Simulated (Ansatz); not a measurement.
System: MoPt2 (Immm, No. 71). Method: rVV10 (Ansatz, a first-principles code, PAW).

Numerical settings: plane-wave cutoff 520 eV, 24×24×24 k mesh, Fermi–Dirac smearing 0.05 eV, no spin polarisation, scalar-relativistic PAW data made under PBE.

Cell (relaxed at this level):

```
MoPt2
1.0
   -1.40417     2.00335     4.21934
    1.40417    -2.00335     4.21934
    1.40417     2.00335    -4.21934
Mo Pt
1 2
Direct
  0.00000   0.00000   0.00000
  0.66322   0.66322   0.00000
  0.33678   0.33678   0.00000
```

Question: What does this level give for the bulk modulus and pressure derivative B′ of the bulk modulus?

Answer: 
- bulk modulus: 255 GPa
- pressure derivative B′ of the bulk modulus: 5.1

The run finds no gap.

Note: the relaxation could not lower the start's symmetry, so the cell can be a saddle point above a distorted one; the bulk modulus comes from volumes at which shape and atoms were relaxed.

Spin–orbit coupling is not included.

The computed numbers hold no vibrational or temperature effects.

The result took very roughly 50 core-minutes.
